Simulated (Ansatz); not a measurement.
La (Im-3m, No. 229, 1 atom in the cell; start mp-10023; high-temperature phase)

Computed with r²SCAN (plane waves, PAW; Ansatz, a first-principles code).

Numerical settings: plane-wave cutoff 560 eV, 18×18×18 k mesh, Fermi–Dirac smearing 0.05 eV, spin-polarised start, scalar-relativistic PAW data made under PBE.

Cell (relaxed at this level):

```xyz
1
Lattice="-2.1232 2.1232 2.1232 2.1232 -2.1232 2.1232 2.1232 2.1232 -2.1232" Properties=species:S:1:pos:R:3 pbc="T T T"
La     0.0000     0.0000     0.0000
```

For La (Im-3m, No. 229, 1 atom in the cell; start mp-10023; high-temperature phase), the band gap is none. The bulk modulus is 25.9 GPa.

Note: the magnetic order was assumed, not searched for or taken from measurement; the relaxation could not lower the start's symmetry, so the cell can be a saddle point above a distorted one; the bulk modulus is −V dP/dV from two relaxed cells at ±2 % in volume.

Spin–orbit coupling is not included.

Computing time: roughly 70 core-seconds.

A start named mp-… is a Materials Project structure, which need not be a measured phase.
